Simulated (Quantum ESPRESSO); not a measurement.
Input and output of a relaxation of the atoms for SrNi2As2 (I4mm, 5 atoms in the cell) (Quantum ESPRESSO).

Level of theory: LDA (PZ), PSlibrary PAW (LDA) pseudopotentials (plane waves; Quantum ESPRESSO).

Input as run:

```fortran
&control
    calculation = 'relax'
    prefix = 'sr(nias)2'
    outdir = './out'
    pseudo_dir = './'
    forc_conv_thr = 1.9e-03
/
&system
    ibrav = 7
    celldm(1) = 7.73583200
    celldm(3) = 2.6983793830
    nat = 5
    ntyp = 3
    ecutwfc = 50
    ecutrho = 350
    occupations = 'smearing'
    smearing = 'fermi-dirac'
    degauss = 0.0073499
/
&electrons
    conv_thr = 1.0d-9
    mixing_beta = 0.7
/
&ions
/
ATOMIC_SPECIES
Sr    87.6200  Sr.pz-spn-kjpaw_psl.1.0.0.UPF
Ni    58.6934  Ni.pz-n-kjpaw_psl.1.0.0.UPF
As    74.9216  As.pz-n-kjpaw_psl.1.0.0.UPF
ATOMIC_POSITIONS crystal
Sr    0.00000000    0.01357900    0.01357900
Ni   -0.50000000    0.25000000    0.75000000
Ni   -0.50000000    0.75000000    0.25000000
As    0.00000000    0.64527000    0.64527000
As    0.00000000    0.35473000    0.35473000
K_POINTS automatic
5 5 5  0 0 0
```

The program printed (abridged):

```
     Self-consistent Calculation

     iteration #  1     ecut=    50.00 Ry     beta= 0.70

     total energy              =    -953.14057329 Ry
     estimated scf accuracy    <       1.44703321 Ry

     iteration #  2     ecut=    50.00 Ry     beta= 0.70

     total energy              =    -947.13784115 Ry
     estimated scf accuracy    <     102.73787316 Ry

     iteration #  3     ecut=    50.00 Ry     beta= 0.70

     total energy              =    -954.24863208 Ry
     estimated scf accuracy    <       0.13485539 Ry

   [... 9 blocks of this kind left out ...]

     iteration # 13     ecut=    50.00 Ry     beta= 0.70

     total energy              =    -954.26795917 Ry
     estimated scf accuracy    <       0.00000001 Ry

     iteration # 14     ecut=    50.00 Ry     beta= 0.70
     End of self-consistent calculation

     the Fermi energy is     9.7039 ev

!    total energy              =    -954.26795917 Ry
     estimated scf accuracy    <          6.7E-10 Ry
     smearing contrib. (-TS)   =      -0.01002081 Ry
     internal energy E=F+TS    =    -954.25793836 Ry

     convergence has been achieved in  14 iterations

     Forces acting on atoms (cartesian axes, Ry/au):

     atom    1 type  1   force =     0.00000000   -0.00000000   -0.01632779
     atom    2 type  2   force =     0.00000000    0.00000000    0.00560453
     atom    3 type  2   force =     0.00000000    0.00000000    0.00560453
     atom    4 type  3   force =     0.00000000    0.00000000    0.00898637
     atom    5 type  3   force =     0.00000000   -0.00000000   -0.00386765

   [... lines left out ...]
     Total force =     0.020619     Total SCF correction =     0.000043
     the Fermi energy is     9.7237 ev
!    total energy              =    -954.27047920 Ry
     Total force =     0.000494     Total SCF correction =     0.000004
     bfgs converged in  10 scf cycles and   9 bfgs steps
     Final energy             =    -954.2704792025 Ry
   [... lines left out ...]
Begin final coordinates

ATOMIC_POSITIONS (crystal)
Sr              -0.0000000000        0.0025893201        0.0025893201
Ni              -0.5000000000        0.2527185815        0.7527185815
Ni              -0.5000000000        0.7527185815        0.2527185815
As               0.0000000000        0.6497842163        0.6497842163
As               0.0000000000        0.3557683006        0.3557683006
End final coordinates

   JOB DONE.
```

The run converged.  The full log also holds: “WARNING: bfgs curvature condition failed, Theta= 0.890”.

Summary of the result:
```
Item                                          Result
------------------------------------  --------------
Free energy E − TS                    -12983.5113 eV
Fermi level (on the code's own zero)         9.72 eV
Largest force (vector length)             0.011 eV/Å
Relaxation steps                                   9
```

The starting cell comes from a database of computed structures (which also holds hypothetical and non-ambient phases and stackings), without a prior relaxation at this level. Its lattice was rescaled by up to half a per cent. For this run, on top of that: one atom moved by 0.15 angstrom. Spin polarisation is off, so a magnetic state, if there is one, cannot be reached. The relaxation keeps the symmetry of its start, so its end need not be a minimum.

Cost on one core of a shared machine: roughly 9 min.
